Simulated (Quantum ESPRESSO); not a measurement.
Worked example: self-consistent single point of NbNiTe2 (Pmna, 16 atoms in the cell) in Quantum ESPRESSO.

Method: LDA (PZ), GBRV 1.5 ultrasoft (LDA) pseudopotentials (plane waves; Quantum ESPRESSO).

```xyz
16
Lattice="7.9829 0.0000 0.0000 0.0000 7.5024 0.0000 0.0000 0.0000 6.3390" Properties=species:S:1:pos:R:3 pbc="T T T"
Nb     1.6366     0.0000     3.1695
Nb     6.3463     0.0000     3.1695
Nb     2.3549     0.0000     0.0000
Nb     5.6280     0.0000     0.0000
Ni     0.0000     6.6286     5.4387
Ni     0.0000     0.8738     0.9003
Ni     3.9914     0.8738     2.2692
Ni     3.9914     6.6286     4.0698
Te     0.0000     1.6153     4.7581
Te     0.0000     5.8871     1.5809
Te     3.9914     5.8871     1.5886
Te     3.9914     1.6153     4.7504
Te     1.9957     5.1841     4.7542
Te     5.9872     2.3183     1.5847
Te     1.9957     2.3183     1.5847
Te     5.9872     5.1841     4.7542
```

Reference input (self-consistent single point, DFT, LDA (PZ), plane waves, GBRV 1.5 ultrasoft (LDA) pseudopotentials): ecutwfc = 50 Ry; ecutrho = 400 Ry; occupations = smearing; smearing = marzari-vanderbilt; degauss = 0.0073499 Ry; potentials = {Nb: nb_lda_v1.uspp.F.UPF, Ni: ni_lda_v1.4.uspp.F.UPF, Te: te_lda_v1.uspp.F.UPF}; K_POINTS = automatic 3 3 3 0 0 0; conv_thr = 1e-10 Ry; mixing_beta = 0.3. This run's input differs from it in these lines:

```diff
@@ -16,3 +16,3 @@
    occupations = 'smearing'
-   smearing = 'marzari-vanderbilt'
+   smearing = 'gaussian'
    degauss = 0.0073499
```

Log, with long lists cut:

```
     Self-consistent Calculation

     iteration #  1     ecut=    50.00 Ry     beta= 0.30

---- Real-time Memory Report at c_bands before calling an iterative solver
          1161 MiB given to the printing process from OS
           432 MiB allocation reported by mallinfo(arena+hblkhd)
------------------

     total energy              =   -2037.18574020 Ry
     estimated scf accuracy    <      59.86224135 Ry

     iteration #  2     ecut=    50.00 Ry     beta= 0.30

---- Real-time Memory Report at c_bands before calling an iterative solver
          1457 MiB given to the printing process from OS
   [... lines left out ...]

---- Real-time Memory Report at c_bands before calling an iterative solver
          1495 MiB given to the printing process from OS
           521 MiB allocation reported by mallinfo(arena+hblkhd)
------------------

     total energy              =   -2057.97891101 Ry
     estimated scf accuracy    <          4.4E-10 Ry

     iteration # 19     ecut=    50.00 Ry     beta= 0.30

---- Real-time Memory Report at c_bands before calling an iterative solver
          1496 MiB given to the printing process from OS
           521 MiB allocation reported by mallinfo(arena+hblkhd)
------------------
     End of self-consistent calculation

     the Fermi energy is     9.6775 ev

!    total energy              =   -2057.97891101 Ry
     estimated scf accuracy    <          7.8E-11 Ry
     smearing contrib. (-TS)   =      -0.00347120 Ry
     internal energy E=F+TS    =   -2057.97543981 Ry

     convergence has been achieved in  19 iterations

     Forces acting on atoms (cartesian axes, Ry/au):

     atom    1 type  1   force =     0.00097162    0.00000000    0.00000000
     atom    2 type  1   force =    -0.00097162    0.00000000    0.00000000
     atom    3 type  1   force =    -0.00097162    0.00000000    0.00000000
     atom    4 type  1   force =     0.00097162    0.00000000    0.00000000
     atom    5 type  2   force =     0.00000000    0.00940762    0.00027607
   [... lines left out ...]

     Total force =     0.033485     Total SCF correction =     0.000007

          total   stress  (Ry/bohr**3)                   (kbar)     P=      -46.11
  -0.00034971   0.00000000   0.00000000          -51.44        0.00        0.00
   0.00000000  -0.00025250   0.00000000            0.00      -37.14        0.00
   0.00000000   0.00000000  -0.00033819            0.00        0.00      -49.75

   JOB DONE.
```

The run converged in 19 iterations. Against the reference run the free energy goes down by 1.7 meV/atom, the pressure stays at -4.61 GPa and the largest force moves little (0.261 to 0.260 eV/Å).

The starting cell comes from a database of computed structures (which also holds hypothetical and non-ambient phases and stackings), without a prior relaxation at this level. Spin polarisation is off, so a magnetic state, if there is one, cannot be reached. With a pressure of about -5 GPa the cell is away from its equilibrium volume at this level.

Cost on one core of a shared machine: roughly 9 min.
